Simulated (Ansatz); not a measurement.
Zr (model structure, P6/mmm, No. 191, 3 atoms in the cell) was calculated with r²SCAN (Ansatz, a first-principles code, plane waves, PAW).

Settings: plane-wave cutoff 560 eV, 12×12×18 k mesh (along the axes of the cell as run), Fermi–Dirac smearing 0.05 eV, scalar-relativistic PAW data made under PBE.

Cell (relaxed at this level):

```cif
data_Zr3
_chemical_formula_sum 'Zr3'
_space_group_name_H-M_alt 'P 1'
_space_group_IT_number 1
_cell_length_a 5.03860
_cell_length_b 5.03860
_cell_length_c 3.15714
_cell_angle_alpha 90.000
_cell_angle_beta 90.000
_cell_angle_gamma 120.000
loop_
_space_group_symop_operation_xyz
  'x, y, z'
loop_
_atom_site_label
_atom_site_type_symbol
_atom_site_fract_x
_atom_site_fract_y
_atom_site_fract_z
_atom_site_occupancy
Zr1 Zr 0.00000 0.00000 0.00000 1
Zr2 Zr 0.33333 0.66667 0.50000 1
Zr3 Zr 0.66667 0.33333 0.50000 1
```

Problem. Give the computed bulk modulus.

Solution. 
* **bulk modulus**: 97.4 GPa

The run finds no gap.

Note: the bulk modulus is −V dP/dV from two relaxed cells at ±2 % in volume; the relaxation could raise the start's symmetry but not lower it, so the cell can be a saddle point.

The computed numbers hold no vibrational or temperature effects.

A model structure was made by putting elements into a prototype or built by hand; it is no filed structure, need not be a known phase, and can be a saddle point held by its symmetry.
